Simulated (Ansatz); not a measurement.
Start from SnTe in the rock salt structure (space group Fm-3m, No. 225; a = 6.2891 Å).

All numbers come from PBEsol, PAW, 420 eV (Ansatz, a quantum-chemistry and plane-wave program; no SOC).

For the base:

- Volume per atom: 31.09 Å³

The change: hydrostatic tension (pressure −1 GPa).

Task: What happens to the volume per atom?

Result: The volume per atom goes up by 0.705 Å³, from 31.09 Å³ to 31.80 Å³.

Load acts through the strain it causes; cell and atoms are relaxed under it. Whether these cells are dynamically stable was not tested.
